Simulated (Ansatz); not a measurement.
The parent structure is SiO$_{2}$ (space group P3_221, No. 154; a = 4.949 Å, c = 5.441 Å). Axes: x lies along a and z along c of the hexagonal cell.

The values are results of PBEsol (Ansatz, an electronic-structure program, PAW, no spin-orbit coupling), not measurements.

Base values:

```
Property                Result
-------------  ---------------
Gap character  indirect, K → Γ
```

It is then changed as follows: uniaxial strain ε_zz = −1.50 %, all other strain components held at zero, atoms relaxed at fixed cell.

Problem. What does the calculation give for the gap character after the change?

Solution. The gap character remains indirect, K → Γ.

Problem. What happens to the energy relative to the base?

Solution. The energy goes up by 0.9 meV/atom.

Whether these cells are dynamically stable was not tested.
